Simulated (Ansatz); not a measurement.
Here is the system:

```
CELL_PARAMETERS angstrom
      0.00000     1.90642     1.90642
      1.90642     0.00000     1.90642
      1.90642     1.90642     0.00000
ATOMIC_POSITIONS crystal
  Rh 0.00000 0.00000 0.00000
```

No spin polarisation.

Level of theory: PBE (Ansatz, a quantum-chemistry and plane-wave program, PAW, no spin-orbit coupling). k-mesh 29×29×29 (Γ-centred); smearing 0.1 eV (Fermi–Dirac).

Task: Estimate the band gap.

Result: Zero.

Task: Predict the space group.

Result: Fm-3m (No. 225).

Task: What pressure does the calculation give?

Result: 4.0 GPa.

The cells carry an imposed strain or load. Whether these cells are dynamically stable was not tested. All final runs are without spin polarisation. The cell was made from Rh in the fcc (Cu type) structure (space group Fm-3m, No. 225) by this change: isotropic strain −0.50 %.
